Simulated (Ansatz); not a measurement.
## Several settings converged on MgNiF₆ (R3, 8 atoms in the cell)

```
CELL_PARAMETERS angstrom
      2.41348     1.39342     4.37887
     -2.41348     1.39342     4.37887
      0.00000    -2.78685     4.37887
ATOMIC_POSITIONS crystal
  Mg 0.50381 0.50381 0.50381
  Ni 0.00000 0.00000 0.00000
  F  0.37297 0.76937 0.09415
  F  0.62703 0.23063 0.90585
  F  0.09415 0.37297 0.76937
  F  0.90585 0.62703 0.23063
  F  0.76937 0.09415 0.37297
  F  0.23063 0.90585 0.62703
```

Base method: PBEsol, default PAW files made with PBE (plane waves; Ansatz, a program for electronic structure).

Base settings: basis.ecutwfc = 30.9 Ry; kpoints.mp_grid.grid = 5 5 5; hamiltonian.xc = pbesol; hamiltonian.pseudopotentials = {kind: paw} (the program's default PAW files); scf.occupations.method = gaussian; scf.occupations.width = 0.0073 Ry.

The count of work is k-points × plane waves × bands × iterations; it is no time. 

**The cutoff for other potential files**

Level: DFT, PBEsol, plane waves, harder PAW files (source: ansatz) made with PBE.

In this ladder: hamiltonian.pseudopotentials = {kind: paw, source: ansatz}.

The second cell is the first with its lattice scaled by 0.98.

The mesh stays at the base's, so the ladder's end is converged at best in this setting alone.

The first pressure column holds Ansatz's estimate of the finite-basis (Pulay) stress, which hides part of the cutoff error; the other is without it.

Only quantities that move along the ladder and can be compared are tabulated.

```tsv
basis.ecutwfc	free energy less the last step's (meV/atom)	energy of the compressed cell less the first (meV/atom)	pressure (GPa)	pressure without the Pulay estimate (GPa)	largest difference of a force vector from the last step's (eV/Å)	count of work / last
34.5 Ry	2866.50	37.14	5.27	-169.98	0.823	0.12
42.6 Ry	658.79	8.65	-1.57	-51.05	0.103	0.15
54 Ry	70.30	13.43	-0.49	-8.30	0.004	0.21
65.4 Ry	4.85	13.52	-0.52	-1.30	0.000	0.28
77.2 Ry	0.44	13.53	-0.52	-0.55	0.000	0.35
92.6 Ry	0.25	13.52	-0.52	-0.53	0.000	0.46
115.8 Ry	0.11	13.52	-0.52	-0.53	0.000	0.65
154.3 Ry	0.00	13.52	-0.52	-0.53	0.000	1.0
```

Coarsest basis.ecutwfc that holds the pressure within 0.05 GPa of the last step, with all finer ones: 54 Ry, at 0.21 of the last step's count of work; the step before is off by 1.1 GPa.

Coarsest basis.ecutwfc that holds the free energy within 0.5 meV/atom of the last step, with all finer ones: 77.2 Ry, at 0.35 of the last step's count of work; the step before is off by 4.8 meV/atom.

Coarsest basis.ecutwfc that holds the pressure without the Pulay estimate within 0.2 GPa of the last step, with all finer ones: 77.2 Ry, at 0.35 of the last step's count of work; the step before is off by 0.78 GPa.

The energy difference between the two cells stays within 1 meV/atom of the last step's from 54 Ry on, the total only from 77.2 Ry on: much of the error is common to both cells and cancels.

At the lowest cutoff the pressure without the Pulay estimate lies 169 GPa under the last step's, the usual sign of Pulay stress in an incomplete plane-wave basis.

**The density cutoff**

The mesh stays at the base's, so the ladder's end is converged at best in this setting alone.

Only quantities that move along the ladder and can be compared are tabulated.

| basis.ecutrho_ratio | free energy less the last step's (meV/atom) | pressure (GPa) | largest difference of a force vector from the last step's (eV/Å) |
|---|---|---|---|
| 2 | -5.35 | 0.38 | 0.017 |
| 3 | 0.09 | -0.66 | 0.001 |
| 4 | 0.00 | -0.64 | 0.000 |
| 5 | 0.00 | -0.64 | 0.000 |
| 6 | 0.00 | -0.64 | 0.000 |
| 8 | 0.00 | -0.64 | 0.000 |
| 10 | 0.00 | -0.64 | 0.000 |
| 12 | 0.00 | -0.64 | 0.000 |
| 16 | 0.00 | -0.64 | 0.000 |

Coarsest basis.ecutrho_ratio that holds the forces within 0.01 eV/Å of the last step, with all finer ones: 3; the step before is off by 0.017 eV/Å.

Coarsest basis.ecutrho_ratio that holds the pressure within 0.1 GPa of the last step, with all finer ones: 3; the step before is off by 1.0 GPa.

Coarsest basis.ecutrho_ratio that holds the free energy within 0.5 meV/atom of the last step, with all finer ones: 3; the step before is off by 5.4 meV/atom.

**The relaxed cell against the cutoff**

On MgNiF₆ (R-3, 8 atoms in the cell): atoms on their sites.

In this ladder: relax = cell and atoms.

The mesh stays at the base's, so the ladder's end is converged at best in this setting alone.

Only quantities that move along the ladder and can be compared are tabulated.

| basis.ecutwfc | relaxed volume (Å³/atom) | relaxation steps |
|---|---|---|
| 21.7 Ry | 11.095 | 59 |
| 26.1 Ry | 11.161 | 19 |
| 30.9 Ry | 11.157 | 7 |
| 37.1 Ry | 11.166 | 5 |
| 46.3 Ry | 11.162 | 5 |
| 61.7 Ry | 11.161 | 5 |

Coarsest basis.ecutwfc that holds the relaxed volume within 0.022 Å³/atom of the last step, with all finer ones: 26.1 Ry; the step before is off by 0.066 Å³/atom.

At the lowest cutoff the cell relaxes to a volume 0.6 % smaller than at the highest. Ansatz relaxes on a stress corrected for the finite basis.

On the base run: the starting cell comes from a database of computed structures (which also holds hypothetical and non-ambient phases and stackings), without a prior relaxation at this level. Its lattice was rescaled by up to half a per cent. One atom was moved a little off its site on purpose.

Left out of this page: 2 runs of the series failed or unconverged.

Keys are those of Ansatz 0.2.
